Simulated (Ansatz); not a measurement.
The starting structures come from a database of crystals and need not be the phases stable at ambient conditions.

 Where the default PAW files enter, the runs use the earlier of Ansatz's two default sets.

Data:

```yaml
crystal:
  lattice:
    - [4.73597, 0.00000, 0.00000]
    - [0.00000, 7.49826, 0.00000]
    - [0.00000, 0.00000, 4.73597]
  atoms:
    - { symbol: Te, position: [0.02773, 0.50000, 0.97227] }
    - { symbol: Te, position: [0.52773, 0.25000, 0.52773] }
    - { symbol: Te, position: [0.97227, 0.00000, 0.02773] }
    - { symbol: Te, position: [0.47227, 0.75000, 0.47227] }
    - { symbol: O, position: [0.13926, 0.68488, 0.73979] }
    - { symbol: O, position: [0.76021, 0.43488, 0.63926] }
    - { symbol: O, position: [0.86074, 0.18488, 0.26021] }
    - { symbol: O, position: [0.23979, 0.93488, 0.36074] }
    - { symbol: O, position: [0.36074, 0.56512, 0.23979] }
    - { symbol: O, position: [0.73979, 0.81512, 0.13926] }
    - { symbol: O, position: [0.63926, 0.06512, 0.76021] }
    - { symbol: O, position: [0.26021, 0.31512, 0.86074] }
```

Space group of this cell: P4_12_12. The cell is strained (all lengths scaled by 0.98); by r2SCAN its mean pressure is 10.7 GPa.

Transport runs along the normal of the first two printed cell vectors, the (100) plane of the conventional cell.

The gap is the functional's own. No spin-orbit coupling. Mid-gap values are interpolated on the energy grid.

Task: Predict the band gap and the smallest decay constant κ at mid-gap from r2SCAN run with Ansatz (a program for electronic structure).

Result: Gap 3.76 eV on a 6×4×6 mesh; κ = 0.437 1/Å, at (0.333, 0.000) of the in-plane reciprocal vectors. At the zone centre, at the nearest computed energy, the slowest state has κ = 0.45 1/Å.
